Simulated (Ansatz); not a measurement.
Input and band report of a polarisation-reversal run in Ansatz (PBE).  The cell is clamped and the switching is periodic in it; domain walls, strain relief and fields are absent. Other reversal paths can lie lower, and the path does not show that the crystal can be switched.

Ansatz 0.2 input:
```yaml
crystal:
  lattice:
    - [4.1966860909, 0.0, 0.0]
    - [-2.0983430454, 3.6344367664, 0.0]
    - [0.0, 0.0, 6.8281859881]
  atoms:
    - { symbol: Cd, position: [0.6666666667, 0.3333333333, 0.000895045] }
    - { symbol: Cd, position: [0.3333333333, 0.6666666667, 0.500895045] }
    - { symbol: S, position: [0.6666666667, 0.3333333333, 0.624304955] }
    - { symbol: S, position: [0.3333333333, 0.6666666667, 0.124304955] }
kpoints:
  mp_grid: { grid: [7, 7, 4] }
hamiltonian:
  xc: pbe
  pseudopotentials: { kind: paw }
scf:
  occupations: { method: fixed }
neb:
  images: 7
  f_tol: 0.02
  max_iterations: 150
  final_atoms:
    - { symbol: Cd, position: [0.666666666667, 0.333333333333, 0.124304954976] }
    - { symbol: Cd, position: [0.333333333333, 0.666666666667, 0.624304954976] }
    - { symbol: S, position: [0.666666666667, 0.333333333333, 0.500895045024] }
    - { symbol: S, position: [0.333333333333, 0.666666666667, 0.000895045023632] }
checkpoint:
  write: run
```

```
--- NEB band (9 images, 14 band iterations, 920 SCF iterations) ---
  forward barrier  = 0.586777 eV
  backward barrier = 0.586777 eV
  climbing image's point = a first-order saddle point (lowest curvatures found: -1.62 and 0.62 eV/Å²)
  energies are F+E_penalty+E_count in eV, relative to image 0
  image     s (Å)  Δ vs image 0  max|band force component| (eV/Å)
      0    0.0000      0.000000                                 —
      1    0.2677      0.183712                          7.025e-3
      2    0.5354      0.455495                          1.104e-2
      3    0.8030      0.582801                          1.983e-2
      4    1.0706      0.572464                          2.371e-3
  *   5    1.3382      0.586777                          2.235e-4
      6    1.6285      0.490164                          6.631e-4
      7    1.9189      0.208231                          7.102e-4
      8    2.2093     -0.000000                                 —
```

Cost: about 50 core-minutes (a rough figure).

Ansatz is a program for electronic structure.
